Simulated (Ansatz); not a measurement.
The parent structure is La2O3 (space group P-3m1, No. 164; a = 3.9061 Å, c = 6.0400 Å).

It is then changed as follows: full substitution O → Se, then cell and atoms are relaxed.

Method: PBEsol, PAW, 420 eV (Ansatz, a program for electronic structure; no SOC).

Base, band edges from the VBM (valence, conduction): K -0.09, 3.77; H -0.22, 4.20; M -0.32, 3.79; L 0.00, 4.40; A -0.32, 4.68; Γ -0.16, 4.25 eV.

### Question
Give the band edges at the high-symmetry points of the new zone, measured from its valence-band maximum.

### Answer
```json
[
 {"point": "Γ", "valence edge (eV)": "0.00", "conduction edge (eV)": "1.68"},
 {"point": "M", "valence edge (eV)": "-0.29", "conduction edge (eV)": "1.76"},
 {"point": "K", "valence edge (eV)": "-0.38", "conduction edge (eV)": "1.93"},
 {"point": "A", "valence edge (eV)": "-0.84", "conduction edge (eV)": "2.12"},
 {"point": "L", "valence edge (eV)": "-0.35", "conduction edge (eV)": "2.32"},
 {"point": "H", "valence edge (eV)": "-0.58", "conduction edge (eV)": "2.36"}
]
```

The gap is 1.68 eV, direct at Γ.

Semilocal Kohn–Sham gaps tend to fall short of experiment. Stability against distortions was not tested. As relaxed here, La2Se3 is a hypothetical phase, not in the database extracts checked.
